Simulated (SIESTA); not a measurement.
Input and output of a self-consistent single point for FeO (Fm-3m, 4 atoms in the cell) (SIESTA).

Method: GGA PBE+U, numerical atomic orbitals DZP, PseudoDojo PBE standard norm-conserving potentials (rewritten from UPF to PSML) (SIESTA).

```
CELL_PARAMETERS angstrom
      4.43695     2.21848     2.21848
      2.21848     4.43695     2.21848
      2.21848     2.21848     4.43695
ATOMIC_POSITIONS crystal
  Fe 0.00000 0.00000 0.00000
  Fe 0.50000 0.50000 0.50000
  O  0.25000 0.25000 0.25000
  O  0.75000 0.75000 0.75000
```
Moments meant for the start (each program seeds them in its own way; μB, in the order of the atoms Fe Fe O O): 4.0 -4.0 0.0 0.0.

Reference input (self-consistent single point, DFT, GGA PBE, numerical atomic orbitals DZP, PseudoDojo PBE standard norm-conserving potentials (rewritten from UPF to PSML)): XC.functional = GGA; XC.authors = PBE; potentials = PseudoDojo PBE standard; PAO.BasisSize = DZP; PAO.EnergyShift = 0.01 Ry; MeshCutoff = 400 Ry; kgrid.MonkhorstPack = 7 7 7; OccupationFunction = FD; ElectronicTemperature = 10 meV; Spin = polarized; DM.InitSpin = [1 +4.00, 2 -4.00, 3 +0.00, 4 +0.00]; MaxSCFIterations = 150. This run's input differs from it in these lines:

```diff
@@ -43,2 +43,11 @@
 %endblock DM.InitSpin
+DFTU.ProjectorGenerationMethod 2
+DFTU.CutoffNorm              0.9
+DFTU.FirstIteration          true
+%block DFTU.proj
+  Fe 1
+  n=3 2
+  8.00 0.00
+  0.00 0.00
+%endblock DFTU.proj
```

Log, with long lists cut:

```
        iscf     Eharris(eV)        E_KS(eV)     FreeEng(eV)     dDmax    Ef(eV) dHmax(eV)
   scf:    1    -7665.154287    -7692.794739    -7692.796775  0.556303  0.808041 16.296703
     spin moment: {S} , |S| = {        0.0        0.0   -0.00000 }    -0.00000
   scf:    2    -7710.847926    -7702.862497    -7702.863300  0.168241  0.326928 10.688797
     spin moment: {S} , |S| = {        0.0        0.0   -0.00000 }    -0.00000
   scf:    3    -7710.376978    -7709.931072    -7709.932267  0.235186 -0.672474  1.418122
     spin moment: {S} , |S| = {        0.0        0.0   -0.00000 }    -0.00000
   [... lines left out ...]
hubbard_term: recalculating local occupations  121
hubbard_term: maximum change in local occup.    0.002982
hubbard_term: recalculating Hamiltonian
   scf:  149    -7710.093161    -7710.093427    -7710.094758  0.004267 -2.370040  0.024312
     spin moment: {S} , |S| = {        0.0        0.0   -0.00120 }    -0.00120
hubbard_term: recalculating local occupations  122
hubbard_term: maximum change in local occup.    0.002068
hubbard_term: recalculating Hamiltonian
   scf:  150    -7710.093944    -7710.093622    -7710.094943  0.002977 -2.370007  0.032196
     spin moment: {S} , |S| = {        0.0        0.0   -0.00022 }    -0.00022
SCF_NOT_CONV: SCF did not converge in maximum number of steps (required).
SCF_NOT_CONV: SCF did not converge in maximum number of steps (required).
Geom step, scf iteration, dDmax, dHmax:    0   150      0.002977     0.002366
Geom step, scf iteration, dDmax, dHmax:    0   150      0.002977     0.002366

ABNORMAL_TERMINATION
ABNORMAL_TERMINATION
Stopping Program from Node:    0
Stopping Program from Node:    0
```

The run ended unconverged after 150 iterations. 

The starting cell has typed, rounded lattice constants, without a prior relaxation at this level. Its lattice was rescaled by a random factor within 2.5 % of one. Values carry the incompleteness of an atom-centred basis.

Cost on one core of a shared machine: roughly 7 min.
